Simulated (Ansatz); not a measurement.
The starting structures come from a database of crystals and need not be the phases stable at ambient conditions.

 Where the default PAW files enter, the runs use the earlier of Ansatz's two default sets.

```yaml
crystal:
  lattice:
    - [5.17526, 0.00000, 0.00000]
    - [0.00000, 5.17526, 0.00000]
    - [0.00000, 0.00000, 5.17526]
  atoms:
    - { symbol: Sn, position: [0.00000, 0.50000, 0.50000] }
    - { symbol: Sn, position: [0.50000, 0.50000, 0.00000] }
    - { symbol: Sn, position: [0.50000, 0.00000, 0.50000] }
    - { symbol: Sn, position: [0.00000, 0.00000, 0.00000] }
    - { symbol: O, position: [0.66110, 0.83890, 0.83890] }
    - { symbol: O, position: [0.33890, 0.16110, 0.16110] }
    - { symbol: O, position: [0.83890, 0.16110, 0.33890] }
    - { symbol: O, position: [0.16110, 0.83890, 0.66110] }
    - { symbol: O, position: [0.16110, 0.66110, 0.16110] }
    - { symbol: O, position: [0.83890, 0.33890, 0.83890] }
    - { symbol: O, position: [0.33890, 0.33890, 0.66110] }
    - { symbol: O, position: [0.66110, 0.66110, 0.33890] }
```

Space group of this cell: Pa-3. The cell is taken as given; by r2SCAN its mean pressure is -9.1 GPa.

Computed with r2SCAN (plane waves, PAW; Ansatz, a first-principles code).

The current runs along the normal of the first two printed vectors; no spin-orbit coupling. Scaled by the factor s: all lengths (ions clamped). Meshes 6×6×6 and 6×6 across the current in all rows.

```
s     mean pressure (GPa)  slowest mid-gap decay constant κ (1/Å)
----  -------------------  --------------------------------------
0.98                  4.1                                   0.164
1.00                 -9.1                                   0.116
1.02                -18.7                                       ?
```

Take the slope of the slowest mid-gap decay constant κ against ln s from the two given rows, extrapolate to s = 1.02, and say what the run there gives.

Slope = (0.164 − 0.116) / ln 0.98 = -2.38 1/Å. The line gives 0.116 + (-2.38) × ln 1.02 = 0.069 1/Å. The run gives 0.069 1/Å, as the line does.
